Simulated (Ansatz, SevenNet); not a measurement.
Volume per atom of L1₀ (CuAu-type) CuAu at several levels of theory

No measured value is used here.

```json
[
 {"level (code)": "SevenNet-0 (SevenNet)", "value (Å³/atom)": "15.01"},
 {"level (code)": "LDA (Ansatz)", "value (Å³/atom)": "13.78"},
 {"level (code)": "PBE (Ansatz)", "value (Å³/atom)": "15.00"},
 {"level (code)": "PBE+SOC (Ansatz)", "value (Å³/atom)": "14.91"},
 {"level (code)": "PBEsol (Ansatz)", "value (Å³/atom)": "14.21"},
 {"level (code)": "PBEsol+SOC (Ansatz)", "value (Å³/atom)": "14.13"},
 {"level (code)": "PBE-D3(BJ) (Ansatz)", "value (Å³/atom)": "14.34"},
 {"level (code)": "PBE-D4 (Ansatz)", "value (Å³/atom)": "14.46"},
 {"level (code)": "rVV10 (Ansatz)", "value (Å³/atom)": "15.37"},
 {"level (code)": "r²SCAN (Ansatz)", "value (Å³/atom)": "14.53"},
 {"level (code)": "HSE06 (Ansatz)", "value (Å³/atom)": "14.81"}
]
```

Density-functional levels without +SOC have no spin–orbit coupling. HSE06: hybrids on metals are sensitive to the k mesh and can open a false gap. Cutoffs and k meshes differ between the levels. Ansatz's density-functional and Hartree–Fock values are scalar-relativistic unless marked +SOC, with PAW data made under PBE.

Machine-learned potentials (SevenNet-0) are trained on DFT data, which may include these solids.

Ansatz is a first-principles code.
